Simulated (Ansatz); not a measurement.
Base system: TiO2 in the anatase structure (space group I4_1/amd, No. 141; a = 3.7393 Å, c = 9.4551 Å).

Structures relaxed with Ansatz (an electronic-structure program), LDA, PAW, cutoff 420 eV, no spin-orbit coupling.

Base:

Simulated powder pattern, Cu Kα1, λ = 1.54056 Å (kinematic, ideal powder, no thermal factors, no anomalous dispersion; the 10 strongest lines at most, above 2 %, up to 2θ = 90°):

```csv
2θ (°),I/Imax (%),hkl
25.60,100,(101)
38.04,21,(004)
39.00,7.1,(112)
48.66,29,(200)
54.32,19,(105)
55.78,18,(211)
63.37,15,(204)
69.37,6.6,(116)
71.27,7.3,(220)
75.89,12,(215)
```

Now apply this change: cell and atoms relaxed at a pressure of 30 GPa.

After the change:

Simulated powder pattern, Cu Kα1, λ = 1.54056 Å (kinematic, ideal powder, no thermal factors, no anomalous dispersion; the 10 strongest lines at most, above 2 %, up to 2θ = 90°):

```
2θ (°)  I/Imax (%)    hkl
------  ----------  -----
26.32          100  (101)
40.28           11  (103)
42.85           24  (004)
49.31           34  (200)
56.75           19  (211)
60.26           13  (105)
67.34           19  (204)
72.30          8.6  (220)
81.48          9.4  (215)
87.87          8.3  (224)
```

The indices refer to the base's conventional cell; one index is shown for lines that coincide.

Load acts through the strain it causes; cell and atoms are relaxed under it. Stability against distortions was not tested. Competing high-pressure phases were not computed. All final runs are without spin polarisation.
